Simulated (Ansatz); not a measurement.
The reference is GaP in the zinc blende structure (space group F-43m, No. 216; a = 5.438 Å).

Modification: every Ga is replaced by In, then cell and atoms are relaxed.

Levels (all Ansatz, a quantum-chemistry and plane-wave program, PAW): PBEsol (420 eV, without spin-orbit coupling); PBEsol+SOC (420 eV, noncollinear with spin-orbit coupling).

The geometry is relaxed with PBEsol.

```
Quantity                                    Value
----------------------------  -------------------
PBEsol valence-band top at Γ  0.00, 0.00, 0.00 eV
PBEsol band gap                           0.57 eV
PBEsol electron mass              0.046 mₑ (at Γ)
```

Problem. What does PBEsol+SOC give at this geometry for the valence-band top at Γ, band gap and electron mass?

Solution. The valence-band top at Γ (three highest Kramers pairs, from the VBM) changes from 0.00, 0.00, 0.00 eV to 0.00, 0.00, -0.10 eV; the band gap decreases by 0.03 eV, from 0.57 eV to 0.54 eV; the electron mass is still 0.046 mₑ (at Γ). The threefold valence maximum splits by Δso ≈ 0.10 eV.

Single points use the geometry relaxed with PBEsol. Differences between runs with and without spin-orbit coupling are approximate. Effective masses come from finite differences of ±0.01 Å⁻¹. Stability against distortions was not tested.
